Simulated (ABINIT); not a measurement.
Worked example: self-consistent single point of Cl (P1, 4 atoms in the cell) in ABINIT.

Method of the run: PBEsol, norm-conserving pseudopotentials (PseudoDojo nc-sr-04 PBEsol standard) (plane waves; ABINIT 10.0.3).

```yaml
crystal:
  lattice:
    - [2.24000, -3.12000, 0.00000]
    - [2.24000, 3.12000, 0.00000]
    - [0.00000, 0.00000, 8.26000]
  atoms:
    - { symbol: Cl, position: [0.87731, 0.88016, 0.89943] }
    - { symbol: Cl, position: [0.62048, 0.61789, 0.39772] }
    - { symbol: Cl, position: [0.38146, 0.37820, 0.60284] }
    - { symbol: Cl, position: [0.12075, 0.12376, 0.10000] }
```

Reference input (self-consistent single point, DFT, PBE, plane waves, norm-conserving pseudopotentials (PseudoDojo nc-sr-05 PBE standard)): pseudos = [Cl.upf]; ecut = 29 Ha; ixc = 11; occopt = 3; tsmear = 0.02 eV; ngkpt = 7 7 3; nshiftk = 1; shiftk = 0 0 0; potentials = PseudoDojo nc-sr-05 PBE standard; nband = 19; kptopt = 1; nstep = 100. This run's input differs from it in these lines:

```diff
@@ -1,2 +1,2 @@
-# Cl, PseudoDojo nc-sr-05 PBE standard
+# Cl, PseudoDojo nc-sr-04 PBEsol standard
 pp_dirpath "./"
@@ -18,3 +18,3 @@
 ecut 29
-ixc 11
+ixc -116133
 occopt 3
```

Its files differ too (potentials: PseudoDojo nc-sr-05 PBE standard → PseudoDojo nc-sr-04 PBEsol standard).

Output (repeated stretches shortened):

```
--- !BeginCycle
solver: {iscf: 7, nstep: 100, nline: 4, wfoptalg: 0, }
tolerances: {tolvrs: 1.00E-10, }
...

     iter   Etot(hartree)      deltaE(h)  residm     vres2
 ETOT  1  -65.401003374671    -6.540E+01 5.401E-02 2.397E+01
 ETOT  2  -65.429166721785    -2.816E-02 1.817E-02 2.440E+00
 ETOT  3  -65.429595309525    -4.286E-04 2.182E-03 1.814E-01
 ETOT  4  -65.429626971420    -3.166E-05 1.675E-03 6.548E-02
 ETOT  5  -65.429632885285    -5.914E-06 5.793E-04 7.341E-03
   [... 5 lines left out ...]
 ETOT 11  -65.429633189139    -2.476E-11 2.471E-04 6.371E-08
 ETOT 12  -65.429633189142    -2.856E-12 3.883E-04 9.730E-10
 ETOT 13  -65.429633189144    -1.535E-12 1.358E-04 3.235E-10
 ETOT 14  -65.429633189144     1.847E-13 1.825E-04 1.011E-11
 At SCF step   14       vres2   =  1.01E-11 < tolvrs=  1.00E-10 =>converged.

 Cartesian components of stress tensor (hartree/bohr^3)
  sigma(1 1)=  1.48111848E-05  sigma(3 2)= -2.97324624E-08
  sigma(2 2)= -5.97613320E-06  sigma(3 1)= -1.71370764E-05
  sigma(3 3)=  7.37271521E-06  sigma(2 1)=  1.54115247E-08

 ----iterations are completed or convergence reached----

 reduced coordinates (array xred) for    4 atoms
       0.877314000000      0.880158000000      0.899434000000
       0.620477000000      0.617891000000      0.397718000000
       0.381456000000      0.378197000000      0.602844000000
       0.120754000000      0.123755000000      0.100004000000
 cartesian forces (eV/Angstrom) at end:
    1     -0.16959585786200    -0.00213229030310    -0.39603028434891
   [... lines left out ...]
 Fermi (or HOMO) energy (eV) =   0.82465   Average Vxc (eV)=  -8.05603
   [... lines left out ...]
total_energy        : -6.54296331891436E+01
total_energy_eV     : -1.78043086452878E+03
band_energy         : -6.75644261139748E+00
...

-Cartesian components of stress tensor (GPa)         [Pressure= -1.5895E-01 GPa]
- sigma(1 1)=  4.35760028E-01  sigma(3 2)= -8.74759098E-04
- sigma(2 2)= -1.75823879E-01  sigma(3 1)= -5.04190109E-01
- sigma(3 3)=  2.16912734E-01  sigma(2 1)=  4.53422634E-04

 Calculation completed.
```

The run converged in 14 iterations. Against the reference run the pressure goes from 1.38 to -0.16 GPa, the largest force goes from 0.614 to 0.432 eV/Å and the gap on the mesh goes from 2.539 to 2.471 eV.

The starting cell has typed, rounded lattice constants, without a prior relaxation at this level. Its atoms were displaced at random from the sites of space group no. 64.

Cost on one core of a shared machine: roughly 4 min.
